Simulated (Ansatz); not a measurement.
System: interstitial O in zinc-blende BN (neutral cell). The step: one O atom jumps by itself (a rearrangement that moves the defect's centre by under 1 Å); the atom moves 0.83 Å along (-0.16, 0.00, -0.16) of the unit cell; the moving atom starts with neighbours B at 1.32, 2 B at 1.97; N at 1.32, N at 1.91 Å and ends with B at 1.32, 2 B at 1.97; N at 1.32, N at 1.91 Å. DFT values are from Ansatz (plane-wave PAW, 420 eV unless said) in a cell of 64 host sites, spin-restricted, static, with no finite-size correction. The charge state is imposed; whether it is stable for some Fermi level was not computed. Sites that were not tried may lie lower. The start lies 0.12 eV above the lowest site run (PBE). For the PBE band: the program found a first-order saddle point.

| Level | Forward barrier (eV) | Cost of the band or of the saddle's single point |
|---|---|---|
| CHGNet universal potential (has no charge state), its own band | 0.09 | - |
| PBE, a 2×2×2 k-point mesh shifted by half a step, band relaxed | 0.08 | around 50 core-minutes (rough) |
| PBE, a 3×3×3 k-point mesh shifted by half a step, same geometries | 0.08 | about 110 core-seconds (a rough figure) |
| r2SCAN at 500 eV, a 2×2×2 k-point mesh shifted by half a step, same geometries | ? | about 70 core-seconds (a rough figure) |

**Question.** Complete the blanks.

**Answer.** 
- r2SCAN at 500 eV, a 2×2×2 k-point mesh shifted by half a step, same geometries, Forward barrier (eV): 0.08

Ansatz is a program for electronic structure.
